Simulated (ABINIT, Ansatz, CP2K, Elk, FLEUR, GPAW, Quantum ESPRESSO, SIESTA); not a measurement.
# One structure in several programs: Pb (Fm-3m, 1 atom in the cell)

Self-consistent single point, at a second geometry (lattice scaled by 0.98). First geometry:

```
Pb
1.0
    0.00000     2.52319     2.52319
    2.52319     0.00000     2.52319
    2.52319     2.52319     0.00000
Pb
1
Direct
  0.00000   0.00000   0.00000
```

Shared settings, as Ansatz (an electronic-structure program) writes them: kpoints.mp_grid.grid = 11 11 11; scf.occupations.method = fermi_dirac; scf.occupations.width = 0.05 eV. Potentials and cutoffs stand in the table.

```tsv
code	model	ΔF from the first geometry (meV/atom)	pressure (GPa)	cutoff
ABINIT	PBE, norm-conserving pseudopotentials (PseudoDojo nc-sr-05 PBE standard)	9.7	2.23	31 Ha
Quantum ESPRESSO	PBE, PSlibrary PAW (PBE) pseudopotentials	11.5	1.14	55 Ry
GPAW	PBE, GPAW PAW datasets PBE (gpaw-data 1.0.1)	8.2	2.06	550 eV
Ansatz	PBE, default PAW files	11.0	2.35	420 eV
CP2K	PBE, GPW, DZVP-MOLOPT-SR-GTH basis, GTH-PBE potentials (GTH_POTENTIALS)	13.0	2.55	grid 400 Ry
FLEUR	PBE, all-electron FLAPW (FLEUR), scalar-relativistic valence	11.9	–	Kmax 3.8 1/bohr
SIESTA	GGA PBE, numerical atomic orbitals DZP, PseudoDojo PBE standard norm-conserving potentials (rewritten from UPF to PSML)	22.7	3.84	grid 350 Ry
Elk	PBE, all-electron FP-LAPW, Elk's shipped species files, APW+lo basis with extra local orbitals	15.4	–	rgkmax 8
```

For Quantum ESPRESSO (by 1.2 GPa) the energy change implies a higher mean pressure, against the two pressures, than for the other programs: a sign of finite-basis (Pulay) stress.

A dash marks a value that a program does not give, or that is left out as unsure.

On Ansatz's run: spin-orbit coupling is off.

The spread over the programs that give each value: ΔF from the first geometry within 14.5 meV/atom; pressure within 2.70 GPa.

CP2K and SIESTA use small atom-centred bases, whose incompleteness enters pressures, forces and empty levels differently from a plane-wave cutoff. FLEUR and Elk treat all electrons, but the usual bases taken here (sphere radii, linearisation, local orbitals, empty states) were not tested for convergence, so the values are no reference for the others. Ansatz's pressure is given at a fixed set of plane waves, as the other plane-wave codes print theirs. In the pressure, Quantum ESPRESSO (by 1.01) and SIESTA (by 1.70) lie more than 1 GPa from the median of the plane-wave programs.

The starting cell comes from a database of computed structures (which also holds hypothetical and non-ambient phases and stackings), without a prior relaxation at this level. Its lattice was rescaled by a random factor within 2.5 % of one. For this run, on top of that: lattice scaled by 0.98.

Keys are those of Ansatz 0.2.
